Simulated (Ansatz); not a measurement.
**Y, response to strain**

Start from Y in the hcp (Mg type) structure (space group P6_3/mmc, No. 194; relaxed with 0.1 eV smearing).

```xyz
2
Lattice="3.5943 0.0000 0.0000 -1.7972 3.1128 0.0000 0.0000 0.0000 5.6099" Properties=species:S:1:pos:R:3 pbc="T T T"
Y      1.7972     1.0376     4.2074
Y      0.0000     2.0752     1.4025
```

Cartesian axes are those of the cell as printed.

Strains are applied to the cell and any free atomic positions relax.

All numbers come from PBEsol in Ansatz (plane waves to 420 eV, PAW, scalar-relativistic without spin-orbit coupling).

Notes on the quantities. pressure: mean of the normal stresses, compression positive; energy relative to the base: free energy F.

```tsv
case	volume per atom	pressure	energy relative to the base
base	31.38 Å³	0.0 GPa	0 meV/atom
uniaxial strain ε_zz = −3.00 %	30.44 Å³	1.4 GPa	+7.6 meV/atom
uniaxial strain ε_zz = −2.00 %	30.75 Å³	0.9 GPa	+3.3 meV/atom
uniaxial strain ε_zz = −1.50 %	30.91 Å³	0.7 GPa	+1.9 meV/atom
uniaxial strain ε_zz = −1.00 %	31.07 Å³	0.4 GPa	+0.8 meV/atom
uniaxial strain ε_zz = −0.50 %	31.23 Å³	0.2 GPa	+0.2 meV/atom
uniaxial strain ε_zz = +0.50 %	31.54 Å³	-0.2 GPa	+0.2 meV/atom
uniaxial strain ε_zz = +1.00 %	31.70 Å³	-0.4 GPa	+0.8 meV/atom
uniaxial strain ε_zz = +1.50 %	31.85 Å³	-0.6 GPa	+1.8 meV/atom
uniaxial strain ε_zz = +3.00 %	32.32 Å³	-1.2 GPa	+7.0 meV/atom
```

Whether these cells are dynamically stable was not tested. All final runs are without spin polarisation.

Ansatz is a first-principles code.
